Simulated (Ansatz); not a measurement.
Worked example: self-consistent single point of La3SbO3 (C2/m, 14 atoms in the cell) in Ansatz (a program for electronic structure).

Method of the run: r2SCAN, default PAW files made with PBE (plane waves; Ansatz).

```
CELL_PARAMETERS angstrom
      6.93741    -2.05893     0.00000
      6.93741     2.05893     0.00000
     -5.91751     0.00000    10.85316
ATOMIC_POSITIONS crystal
  La 0.38106 0.38106 0.05578
  La 0.61894 0.61894 0.94422
  La 0.37242 0.37242 0.60109
  La 0.62758 0.62758 0.39891
  La 0.84618 0.84618 0.29318
  La 0.15382 0.15382 0.70682
  Sb 0.87785 0.87785 0.81750
  Sb 0.12215 0.12215 0.18250
  O  0.81067 0.81067 0.08904
  O  0.18933 0.18933 0.91096
  O  0.56453 0.56453 0.70198
  O  0.43547 0.43547 0.29802
  O  0.83897 0.83897 0.48811
  O  0.16103 0.16103 0.51189
```

Reference input (self-consistent single point, DFT, r2SCAN, plane waves, default PAW files made with PBE): basis.ecutwfc = 500 eV; kpoints.mp_grid.grid = 5 5 2; hamiltonian.xc = r2scan; hamiltonian.pseudopotentials = {kind: paw} (the program's default PAW files); scf.occupations.method = fixed. This run's input differs from it in these lines:

Ansatz 0.2 input:
```diff
@@ -22,3 +22,3 @@
 basis:
-  ecutwfc: 500.0
+  ecutwfc: 200.0
 kpoints:
```

Output, abridged:

```
SCF iter   1: F=—  HF=-53961.721636 eV  |F-HF|=—  |Δ(HF+E_count)|=         —  Δρ=9.33e-2  dr2=1.21e1  dr2_τ=1.21e0  ethr=1.77e-3  ⟨swp⟩=4.2  Hψ=5558  notcnv=0  defer=195
all-band conjugate gradients solve this SCF's bands
preconditioner: auto → Resta (q_TF=auto, 2.366 Å⁻¹)
SCF iter   2: F=—  HF=-53959.377435 eV  |F-HF|=—  |Δ(HF+E_count)|=    2.34e0  Δρ=3.19e-2  dr2=1.78e0  dr2_τ=4.63e-1  ethr=1.77e-3  ⟨swp⟩=3.0  Hψ=2899  notcnv=0  defer=209
   [... lines left out ...]
SCF iter   7: F=—  HF=-53959.152337 eV  |F-HF|=—  |Δ(HF+E_count)|=   1.40e-5  Δρ=4.34e-5  dr2=5.34e-6  dr2_τ=3.02e-7  ethr=8.27e-8  ⟨swp⟩=2.0  Hψ=2125  notcnv=0  defer=179
SCF iter   8: F=—  HF=-53959.152576 eV  |F-HF|=—  |Δ(HF+E_count)|=   2.39e-4  Δρ=2.30e-5  dr2=1.85e-6  dr2_τ=2.19e-7  ethr=4.05e-9  ⟨swp⟩=2.0  Hψ=2321  notcnv=0  defer=149
SCF iter   9: F=-53959.152576 eV  HF=-53959.152576 eV  |F-HF|=4.58e-9  |Δ(HF+E_count)|=   2.59e-7  Δρ=4.27e-6  dr2=8.36e-8  dr2_τ=4.64e-9  ethr=7.58e-11  ⟨swp⟩=14.7  Hψ=7417  notcnv=0
SCF 1 converged in 9 iterations: F = -53959.152576 eV  dr2 = 8.36e-8
Free energy (F): -53959.152576 eV
Internal energy: -53959.152576 eV  (E = F + TS)
E sigma→0 (E₀):  -53959.152576 eV
Fermi energy:    11.232206 eV
--- Forces (eV/Å), atoms counted from 1 ---
  atom   1  La    -0.31843656    -0.00000000    -0.46570047
  atom   2  La     0.31843656     0.00000000     0.46570047
  atom   3  La     0.77349626    -0.00000000    -0.28007540
  atom   4  La    -0.77349626     0.00000000     0.28007540
  atom   5  La     0.35506532    -0.00000000    -0.25524152
  atom   6  La    -0.35506532     0.00000000     0.25524152
  atom   7  Sb    -0.01181226     0.00000000     0.57965128
  atom   8  Sb     0.01181226    -0.00000000    -0.57965128
  atom   9  O     -0.04137172     0.00000000     0.26223206
   [... lines left out ...]
  atom  14  O     -0.14250326    -0.00000000    -0.24533830
--- Stress (GPa, compression-positive) ---
       -1.673841       0.000000      -0.228482
        0.000000      -3.529292      -0.000000
       -0.228482      -0.000000      -1.475865
  P = ⅓ Tr σ = -2.2263 GPa (-22.263 kbar)
  The stress holds the Pulay correction. Without it, at fixed plane waves, as pw.x and ABINIT print it: P = -134.7652 GPa
```

The run converged in 9 iterations. Against the reference run the free energy rises by 4.73 eV/atom, the pressure goes from 0.34 to -2.23 GPa, the largest force goes from 0.062 to 0.823 eV/Å and the gap on the mesh goes from 0.990 to 0.968 eV.

The starting cell comes from a database of computed structures (which also holds hypothetical and non-ambient phases and stackings), without a prior relaxation at this level. Spin-orbit coupling is off. Ansatz's pressure includes its estimate of the finite-basis (Pulay) stress. Without the estimate this run gives -134.77 GPa. The cutoff lies below the one recommended for these files.
